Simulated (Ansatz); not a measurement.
Start from PbI2 in the 2H-MoS2 type structure (space group P6_3/mmc, No. 194; a = 4.273 Å, c = 14.362 Å; a hypothetical phase, not in the database extracts checked).

One thing is altered: cell and atoms relaxed at a pressure of 1.5 GPa.

Levels (all Ansatz, an electronic-structure program, PAW, earlier PAW set): PBEsol-D3(BJ) (420 eV, no SOC); PBEsol+SOC (420 eV, noncollinear with spin-orbit coupling).

The geometry is relaxed with PBEsol-D3(BJ).

| Quantity | Value |
|---|---|
| PBEsol-D3(BJ) hole mass | 0.25 mₑ along c, 0.68 mₑ across (at Γ) |
| PBEsol-D3(BJ) band gap | 0.81 eV |
| PBEsol-D3(BJ) valence-band top at Γ | 0.00, -0.73, -0.73 eV |

### Question
What does PBEsol+SOC give at this geometry for the hole mass, band gap and valence-band top at Γ?

### Answer
The hole mass becomes 0.26 mₑ along c, 0.36 mₑ across (at Γ) (PBEsol-D3(BJ): 0.25 mₑ along c, 0.68 mₑ across (at Γ)); the band gap drops by 0.29 eV (0.81 eV → 0.52 eV); the valence-band top at Γ (three highest Kramers pairs, from the VBM) goes from 0.00, -0.73, -0.73 eV to 0.00, -0.57, -0.95 eV.

Single points use the geometry relaxed with PBEsol-D3(BJ). Differences between runs with and without spin-orbit coupling are approximate. Spin-orbit coupling, missing from the scalar runs, can matter with I and Pb. Load acts through the strain it causes; cell and atoms are relaxed under it. Masses are band curvatures over ±0.01 Å⁻¹ around the edge. Stability against distortions was not tested.
